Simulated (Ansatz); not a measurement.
Checking a run of Ansatz (a program for electronic structure) on FeI₂ (I4_1/amd, 6 atoms in the cell). The aim is a self-consistent single point with DFT, LDA (PW92), plane waves, default PAW files made with PBE.

Cell that was meant: a = 7.8571 Å, b = 7.8571 Å, c = 7.8571 Å, α = 139.43°, β = 139.43°, γ = 58.73°.

Part of the input:

Ansatz 0.2 input:
```yaml
magnetization:
  spin_polarized: true
scf:
  occupations: { method: methfessel_paxton, width: 2.0 }
output:
  forces: true
  eigenvalues: true
```

Output, abridged:

```
WARN ansatz: RAYON_NUM_THREADS=1 ignored (pool sized by the plan → 1); use --threads N
   [... lines left out ...]
PAW frozen core: I, regenerated for the run's functional, and the local potential with it
Initial density: superposition of atomic densities (chi_scale 0.1, normalization cell, long waves kept (reshape's long-wave potential 0.01 eV rms))
Starting moments: Σ|m| = 8 μB on 2 of 6 sites
Initial wavefunctions: pseudopotential atomic-orbital guess
Eigensolver: davidson
Functional: x = slater, c = lda
SCF iter   1: F=—  HF=-38269.243072 eV  |F-HF|=—  |Δ(HF+E_count)|=         —  Δρ=1.38e-1 (↑5.20e-2 ↓1.38e-1)  dr2=2.56e1  dr2_m=1.63e1  M=2.748 μB ∫|m|=2.906 μB  β_m=0.30  ethr=3.10e-3  ⟨swp⟩=10.5  Hψ=12068  notcnv=0
Mixer restart at iter 1: flushing history
all-band conjugate gradients solve this SCF's bands
preconditioner: auto → none
   [... lines left out ...]
SCF iter  41: F=-38262.540976 eV  HF=-38262.540976 eV  |F-HF|=1.64e-7  |Δ(HF+E_count)|=   5.13e-7  S|Δr|=    0.00e0  Δρ=6.04e-6 (↑4.73e-6 ↓6.04e-6)  dr2=1.86e-7  dr2_m=1.31e-8  M=6.197 μB ∫|m|=6.280 μB  β_m=0.62  ethr=8.94e-12  ⟨swp⟩=3.2  Hψ=4717  notcnv=0
SCF iter  42: F=-38262.540976 eV  HF=-38262.540976 eV  |F-HF|=1.22e-9  |Δ(HF+E_count)|=   1.07e-8  S|Δr|=    0.00e0  Δρ=8.84e-7 (↑8.84e-7 ↓7.28e-7)  dr2=1.80e-9  dr2_m=7.53e-10  M=6.197 μB ∫|m|=6.280 μB  ethr=8.94e-12  ⟨swp⟩=9.0  Hψ=10361  notcnv=0
SCF 1 converged in 42 iterations: F = -38262.540976 eV  dr2 = 1.80e-9
Stability not checked (fill_not_monotonic)
Magnetization: 6.1969 μB (53.0984 up, 46.9016 down)
Absolute magnetization: 6.2794 μB (∫|ρ↑−ρ↓|, with the PAW one-centre terms)
Spin contamination: 0.2140 ħ² per cell (⟨S²⟩ above its minimum at these occupations)
   [... lines left out ...]
Free energy (F): -38262.540976 eV
Fermi energy:    6.454158 eV
   [... lines left out ...]
  atom   6  I      0.00000000    -0.00000000    -0.26447815
--- Stress (GPa, compression-positive) ---
       -3.493463       0.000000       0.000000
        0.000000      -3.493463       0.000000
        0.000000       0.000000      -6.376267
  P = ⅓ Tr σ = -4.4544 GPa (-44.544 kbar)
  The stress holds the Pulay correction. Without it, at fixed plane waves, as pw.x and ABINIT print it: P = -4.4888 GPa
```

**Question.** Is this run sound? If not, what is wrong?

**Answer.** The run is not sound. The fault is a smearing width that is far too large. A width of many tenths of an electronvolt moves electrons far across the Fermi level or the gap, and the free energy and its derivatives carry a large smearing term. To fix it, use a width small against the gap or band features. The run converged in 42 iterations without an error; against the sound input the free energy goes down by 86.4 meV/atom, the pressure goes from -2.76 to -4.45 GPa, the largest force goes from 0.083 to 0.264 eV/Å and the size of the net moment goes from 1.32 to 1.03 μB/atom.

The sound input it was made from differs as follows (other fixes are possible):
```diff
-  occupations: { method: methfessel_paxton, width: 2.0 }
+  occupations: { method: methfessel_paxton, width: 0.272 }
```

With that input, the run converged in 18 iterations: free energy E − TS (on the zero of these files) -38262.0228 eV; Fermi level (on the code's own zero) 6.41 eV; pressure -2.76 GPa; largest force (vector length) 0.083 eV/Å; size of the cell's spin moment 7.94 μB (DFT, LDA (PW92), plane waves, default PAW files made with PBE).

On the sound input: the starting cell was generated: these elements placed on a structure prototype, without a prior relaxation; it need not be a known phase or ordering of this composition. Its lattice was rescaled by a random factor within 2.5 % of one. The magnetic order is the one reached from the typed start; others were not searched systematically. The program warned that, by what it read of turns of the moments, another magnetic order lies lower. Ansatz's pressure includes its estimate of the finite-basis (Pulay) stress.
